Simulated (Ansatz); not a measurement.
# Rb2TlAgF6 (space group Fm-3m, No. 225; a cell from a computed database, its experimental status unchecked)

Space group Fm-3m (No. 225); a = 9.037 Å, b = 9.037 Å, c = 9.037 Å, α = 90.00°, β = 90.00°, γ = 90.00°

| atom | site | symmetry | x | y | z |
|---|---|---|---|---|---|
| Rb | 8c | -43m | 0.2500 | 0.2500 | 0.2500 |
| Tl | 4a | m-3m | 0.0000 | 0.0000 | 0.0000 |
| Ag | 4b | m-3m | 0.5000 | 0.5000 | 0.5000 |
| F | 24e | 4m.m | 0.0000 | 0.0000 | 0.2404 |
(The calculation used a cell of 10 atoms; values per cell refer to that cell.)

Method: r2SCAN/PAW in Ansatz (a quantum-chemistry and plane-wave program), no spin-orbit coupling. k-mesh 7×7×7 (Γ-centred); smearing 0.05 eV (Fermi–Dirac).

The volume per atom is 18.45 Å³, the density comes out as 5.37 g/cm³ and the band gap is 0.89 eV, direct at Γ. The electron mass is 0.50 mₑ and the lowest conduction-band minima above the VBM is Γ 0.89 eV. The total energy is -3048.247 eV/atom (σ→0; compares only within this code and set-up).

Spin-orbit coupling, missing from the scalar runs, can matter with Tl. Effective masses come from finite differences of ±0.01 Å⁻¹. Stability against distortions was not tested.
